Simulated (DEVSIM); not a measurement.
Structure: Schottky contact on n-type GaAs, at 300 K.

Layer 1 from the left is GaAs, thickness (μm) 11.0, Nd (cm⁻³) 9.2e16, τn (s) 2.7e-8, τp (s) 2.7e-8.

Left contact: Schottky, work function 4.9 eV, emission velocity 1.5e6 cm/s. Right contact: ohmic. Voltage is applied to the left contact. Recombination: SRH at mid-gap, radiative, Auger. Mobility is constant in doping.

Constants are typed, rounded textbook-type inputs, not results; the design itself was drawn at random and stands for no fabricated device. Values at 300 K.

GaAs: gap (eV) 1.424, affinity (eV) 4.07, permittivity 12.9, Nc (cm⁻³) 4.7e17, Nv (cm⁻³) 9e18, μn (cm²/Vs) 8500, μp (cm²/Vs) 400, B (cm³/s) 2e-10, Cn (cm⁶/s) 1e-30, Cp (cm⁶/s) 1e-30.

Task: Estimate by hand the built-in potential, the peak field at zero bias, the capacitance at -2 V, and compare with a numerical solution.

Result: 
- Built-in potential: barrier φB = 0.830 eV; Vbi = φB − kT/q ln(N_band/N) = 0.788 V; numerical 0.788 V.
- Peak field at zero bias: depletion approximation: W = √(2εVbi/(qN)) = 0.110 μm with N = 9.20e16 cm⁻³; field = 2Vbi/W = 143000 V/cm; numerical 140000 V/cm (estimate above by 2.1 %).
- Capacitance at -2 V: C = √(qεN / 2(Vbi + |V|)) = 55.0 nF/cm²; numerical 55.2 nF/cm².

Simulated with DEVSIM: 1D drift-diffusion, Boltzmann statistics, complete ionisation; no tunnelling, impact ionisation, image-force lowering or self-heating. Metal contacts follow the ideal Schottky-Mott rule: no Fermi-level pinning, no interface dipoles.
